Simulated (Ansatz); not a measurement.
BaTi4O9 (Pmmn, No. 59, 28 atoms in the cell; start mp-3175) was calculated with PBEsol in Ansatz (plane waves, PAW).

Settings: plane-wave cutoff 520 eV, 10×4×6 k mesh (along the axes of the cell as run), Fermi–Dirac smearing 0.01 eV, no spin polarisation, scalar-relativistic PAW data made under PBE.

Cell (relaxed with PBEsol):

BaTi₄O₉ has the orthorhombic space group Pmmn, origin choice 1 (No. 59), Pearson symbol oP28. Lattice parameters: a = 3.771 Å, b = 14.509 Å, c = 6.299 Å, α = β = γ = 90.00°. Ba on 2b has 4 O at 2.807 Å and 6 O at 3.018–3.083 Å. Ti1 on 4e sees 5 O at 1.851–1.999 Å and 1 O at 2.116 Å. Ti2 on 4e is coordinated by 1 O at 1.752 Å and 4 O at 1.901–2.038 Å and 1 O at 2.276 Å. O1 on 2a sees 2 Ti at 1.851 Å and 2 Ba at 3.018 Å. O2 on 4e has 1 Ti at 1.752 Å and 1 Ti at 1.999 Å and 2 Ba at 3.083 Å. O3 on 4e is coordinated by 2 Ti at 1.901 Å and 2 Ba at 2.807 Å. O4 on 4e has 2 Ti at 1.947 Å and 1 Ti at 2.116 Å and 1 Ti at 2.276 Å. O5 on 4e has 2 Ti at 1.932 Å and 1 Ti at 2.038 Å. (Neighbours: up to the widest gap in distance over summed covalent radii, below 1.35, at either atom; cation-cation and far metal-metal contacts left out.)

### Question
Give the computed band gap and smallest direct gap on the k points sampled.

### Answer

- band gap: 2.85 eV
- smallest direct gap on the k points sampled: 3.07 eV

Spin–orbit coupling is not included.

A start named mp-… is a Materials Project structure, which need not be a measured phase.

Ansatz is a first-principles code.
